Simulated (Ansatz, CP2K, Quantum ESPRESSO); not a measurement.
**One structure in several programs: HfAl₅Ni₂ (I4/mmm, 8 atoms in the cell)**

Self-consistent single point.

```
CELL_PARAMETERS angstrom
     -1.99008     1.99008     7.19928
      1.99008    -1.99008     7.19928
      1.99008     1.99008    -7.19928
ATOMIC_POSITIONS crystal
  Hf 0.00000 0.00000 0.00000
  Al 0.64739 0.14739 0.50000
  Al 0.35261 0.85261 0.50000
  Al 0.14739 0.64739 0.50000
  Al 0.85261 0.35261 0.50000
  Al 0.50000 0.50000 0.00000
  Ni 0.24008 0.24008 0.00000
  Ni 0.75992 0.75992 0.00000
```

Shared settings, as Ansatz (an electronic-structure program) writes them: kpoints.mp_grid.grid = 7 7 7; scf.occupations.method = fermi_dirac; scf.occupations.width = 0.0073 Ry. Potentials and cutoffs stand in the table.

| code | model | pressure (GPa) | largest force (eV/Å) | cutoff |
|---|---|---|---|---|
| CP2K | PBEsol, GPW, DZVP-MOLOPT-SR-GTH basis, GTH-PBE potentials (GTH_POTENTIALS) | 1.16 | 0.014 | grid 600 Ry |
| Quantum ESPRESSO | PBEsol, PSlibrary PAW (PBE) pseudopotentials | -0.19 | 0.030 | 55 Ry |
| Ansatz | PBEsol, PAW files made with PBE | -0.34 | 0.021 | 30.9 Ry |

On Ansatz's run: spin-orbit coupling is off. Spin polarisation is off.

The spread over the programs that give each value: pressure within 1.50 GPa; largest force within 0.016 eV/Å.

CP2K uses small atom-centred bases, whose incompleteness enters pressures, forces and empty levels differently from a plane-wave cutoff. Ansatz's pressure is given at a fixed set of plane waves, as the other plane-wave codes print theirs; with its correction for the finite basis it is -0.30 GPa. In the pressure, CP2K (by 1.43) lies more than 1 GPa from the median of the plane-wave programs.

The starting cell comes from a database of computed structures (which also holds hypothetical and non-ambient phases and stackings), without a prior relaxation at this level.

Keys are those of Ansatz 0.2.
